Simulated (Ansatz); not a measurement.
**BP: response to strain**

Consider BP in the zinc blende structure (space group F-43m, No. 216; a = 4.4905 Å). Axes: x, y, z lie along the cube axes.

Strains are applied to the cell and any free atomic positions relax; under biaxial strain the out-of-plane vector relaxes too.

The values are results of LDA (Ansatz, a program for electronic structure, PAW, no spin-orbit coupling), not measurements.

```csv
"biaxial strain, plane normal [001], relaxed out of plane (%)",out-of-plane strain (%)
0,0.00
0.5,-0.24
1,?
1.5,-0.71
2,-0.95
2.5,-1.18
3,-1.42
```

Problem. Fit ε⊥ = −νε + γε² (strains in %) to the rows shown and predict the withheld row.

Solution. Least squares on the printed values gives ν = 0.48 (the biaxial Poisson response) and γ = 0.001 (largest residual 0.00 %); this predicts -0.47 %, and the run gives -0.47 %, in agreement.

No phonon test of stability was made.
